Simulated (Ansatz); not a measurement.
SrTiO3, response to strain

Take SrTiO$_{3}$ in the cubic perovskite structure (space group Pm-3m, No. 221; a = 3.8542 Å) as the base.

Strains are applied to the cell and any free atomic positions relax.

All numbers come from Kohn–Sham DFT with the LDA functional, run in Ansatz (a quantum-chemistry and plane-wave program) with PAW and 420 eV plane waves, no spin-orbit coupling.

```
isotropic strain (%)  pressure (GPa)
--------------------  --------------
-3                              22.5
-2.4                               ?
-1.8                            12.4
-1.2                             7.9
-0.6                             3.8
0                                0.0
```

**Question.** Fit P = P₀ − Bδ + Cδ² with δ = (1 + ε)³ − 1 to the rows shown and predict the withheld row.

**Answer.** Least squares on the printed values gives P₀ = 0.0 GPa, B = 197 GPa, C = 688 GPa (largest residual 0.0 GPa); this predicts 17.3 GPa, and the run gives 17.2 GPa, in agreement.

No phonon test of stability was made. The final runs are not spin-polarised. Many cubic perovskites are stable only at high temperature; tilts and polar distortions were not tested.
